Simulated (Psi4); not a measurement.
Psi4 1.11, unrestricted B3LYP/def2-svp: Fe(F)(amdMe) (CC1[N](C)[Fe]([F])<-[N]=1C), charge 0, multiplicity 5, 17 atoms. The geometry is a generated start, not checked to be a minimum at this level.

```json
{
  "task": "energy",
  "method": "b3lyp",
  "basis": "def2-svp",
  "memory": "3 GB",
  "maxiter": "100",
  "keys_of_the_molecule_block": "symmetry c1",
  "scf_type": "df (default)",
  "guess": "auto, which took SAD (default)",
  "scf_initial_accelerator": "adiis (default)",
  "e_convergence": "1e-06 (default)",
  "d_convergence": "1e-06 (default)",
  "dft_radial_points": "75 (default)",
  "dft_spherical_points": "302 (default)",
  "basis_functions": "174",
  "grid_points": "360071"
}
```

```xyz
17

Fe     0.7239     0.3837     2.4528
F     -0.2185    -0.9737     3.2302
C     -0.4544    -0.2812    -1.3582
C      0.1111     0.1459    -0.0253
N     -0.4695     1.0503     0.7520
C     -1.7200     1.6515     0.3700
N      1.2576    -0.3151     0.4574
C      2.0168    -1.2982    -0.2699
H     -0.1638    -1.3012    -1.5915
H     -0.0716     0.3779    -2.1385
H     -1.5388    -0.2202    -1.3539
H     -1.9636     2.4249     1.0974
H     -1.6577     2.1140    -0.6218
H     -2.5376     0.9202     0.3618
H      2.9602    -1.4550     0.2514
H      1.4918    -2.2599    -0.3232
H      2.2343    -0.9641    -1.2906
```

Charge 0 and multiplicity 5 are set for this test and not shown to be the ground state.

One run each on 2 threads. Values of diis_max_vecs tried: 3, 6, 10 (default), 20.

**Question.** Which value of diis_max_vecs needs the fewest SCF iterations, and what happens away from it?

**Answer.** Fewest SCF iterations: 10 (default) with 44. The count rises to 58 at 20. The run ends without SCF convergence in 100 iterations at 3.

```tsv
diis_max_vecs	SCF iterations	end
3	100	no convergence
6	55	same solution
10 (default)	44	same solution
20	58	same solution
```
